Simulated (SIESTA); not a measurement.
A self-consistent single point of NbH2 (I4mm, 3 atoms in the cell) with SIESTA.

Method: SIESTA 5.4.2 with GGA PBEsol, numerical atomic orbitals DZP, PseudoDojo PBEsol standard norm-conserving potentials (rewritten from UPF to PSML).

```
NbH2
1.0
    0.00000     2.29598     2.29598
    2.29598     0.00000     2.29598
    2.29598     2.29598     0.00000
Nb H
1 2
Direct
  0.01089   0.01089   0.98911
  0.25000   0.25000   0.25000
  0.75000   0.75000   0.75000
```

Reference input (self-consistent single point, DFT, GGA PBEsol, numerical atomic orbitals DZP, PseudoDojo PBEsol standard norm-conserving potentials (rewritten from UPF to PSML)): XC.functional = GGA; XC.authors = PBEsol; potentials = PseudoDojo PBEsol standard; PAO.BasisSize = DZP; PAO.EnergyShift = 0.01 Ry; MeshCutoff = 400 Ry; kgrid.MonkhorstPack = 6 6 6; OccupationFunction = MP; OccupationMPOrder = 0; ElectronicTemperature = 0.1 eV; MaxSCFIterations = 150; SCF.Mixer.Method = Pulay. This run's input differs from it in these lines:

```diff
@@ -29,5 +29,5 @@
 %block kgrid.MonkhorstPack
-    6   0   0  0.0
-    0   6   0  0.0
-    0   0   6  0.0
+   13   0   0  0.0
+    0  13   0  0.0
+    0   0  13  0.0
 %endblock kgrid.MonkhorstPack
```

The program printed (abridged):

```
        iscf     Eharris(eV)        E_KS(eV)     FreeEng(eV)     dDmax    Ef(eV) dHmax(eV)
   scf:    1    -1713.489895    -1722.952188    -1722.958407  0.715746 -2.239640  8.212921
   scf:    2    -1726.256280    -1724.738108    -1724.744030  0.177042 -2.943241  4.280660
   scf:    3    -1725.757383    -1725.425368    -1725.431328  0.169676 -3.815985  0.133686
   scf:    4    -1725.425215    -1725.425661    -1725.431613  0.010839 -3.781897  0.078646
   scf:    5    -1725.426168    -1725.425943    -1725.431897  0.001945 -3.799428  0.039391
   scf:    6    -1725.426019    -1725.425990    -1725.431945  0.001144 -3.808042  0.005809
   scf:    7    -1725.425991    -1725.425990    -1725.431945  0.000046 -3.808359  0.004471
   scf:    8    -1725.425991    -1725.425991    -1725.431946  0.000150 -3.809356  0.000452
   scf:    9    -1725.425991    -1725.425991    -1725.431946  0.000020 -3.809462  0.000003
mix: Pulay -- inversion failed, > SVD [rank/size] 3 / 7
   scf:   10    -1725.425991    -1725.425991    -1725.431946  0.000000 -3.809461  0.000000
SCF Convergence by DM+H criterion
max |DM_out - DM_in|         :     0.0000001288
max |H_out - H_in|      (eV) :     0.0000002266
SCF cycle converged after 10 iterations

Using DM_out to compute the final energy and forces

siesta: E_KS(eV) =            -1725.4260

siesta: E_KS - E_eggbox =     -1725.4260

siesta: Atomic forces (eV/Ang):
     1   -0.000000   -0.000000   -0.421951
     2   -0.000019   -0.000019    0.206464
     3    0.000020    0.000020    0.206503
   Tot    0.000000    0.000000   -0.008983
   Max    0.421951
   Res    0.171047    sqrt( Sum f_i^2 / 3N )
   Max    0.421951    constrained

Stress tensor Voigt[x,y,z,yz,xz,xy] (kbar):       95.96       95.96       97.57       -0.02       -0.02       -0.02
(Free)E + p*V (eV/cell)    -1726.8898
Target enthalpy (eV/cell)    -1725.4319

   [... lines left out ...]
siesta: FreeEng =     -1725.431946
   [... lines left out ...]
siesta:     0.059891   -0.000015   -0.000015
siesta:    -0.000015    0.059891   -0.000015
siesta:    -0.000015   -0.000015    0.060898

siesta: Cell volume =         24.206723 Ang**3

siesta: Pressure (static):
siesta:                Solid            Molecule  Units
siesta:          -0.00065595         -0.00079710  Ry/Bohr**3
siesta:          -0.06022678         -0.07318603  eV/Ang**3
siesta:         -96.49394595       -117.25695149  kBar
```

The run converged in 10 iterations. Against the reference run the free energy rises by 10.5 meV/atom, the pressure goes from -9.92 to -9.65 GPa and the largest force goes from 0.401 to 0.422 eV/Å.

The starting cell comes from a database of computed structures (which also holds hypothetical and non-ambient phases and stackings), without a prior relaxation at this level. Its lattice was rescaled by up to half a per cent. One atom was moved a little off its site on purpose. Spin polarisation is off. Values carry the incompleteness of an atom-centred basis. With a pressure of about -10 GPa the cell is away from its equilibrium volume at this level.

Cost on one core of a shared machine: roughly 50 s.
